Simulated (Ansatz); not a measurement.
SiO2 (model structure, from the cotunnite type, Cmce, No. 64) was calculated with G0W0@PBEsol (Ansatz, an electronic-structure program, hard PAW, contour deformation).

The cell is the one relaxed with PBEsol. Conventional cell: a = 2.6782 Å, b = 4.6379 Å, c = 10.7865 Å, α = 90.00°, β = 90.00°, γ = 90.00°.

The quasiparticle gap at Γ at a fixed k mesh 2×2×1:

```
response cutoff           value (eV)
------------------------  ----------
140 eV, 926 empty bands       10.066
175 eV, 1294 empty bands      10.145
210 eV, 1701 empty bands      10.191
280 eV, 2619 empty bands      10.247
```

Task: Taking the value to converge with the response cutoff E as E^(−3/2), extrapolate from the last two rows.

Result: With y = y∞ + c/w and weights w = 3043 and 4685 for the last two rows, y∞ = (w2 y2 − w1 y1)/(w2 − w1) = (4685 × 10.247 − 3043 × 10.191)/1642 = 10.351 eV, which lies 0.104 beyond the last row. Successive pairs of rows give 10.344, 10.337, 10.351. The limit also hangs on the law assumed, so its last digits aren't firm.

The other settings are not extrapolated, so this is the limit in one setting alone.

The smallest gap on this mesh is 9.79 eV, away from Γ.

A model structure was made by putting elements into a prototype or built by hand; it is no filed structure, need not be a known phase, and can be a saddle point held by its symmetry.
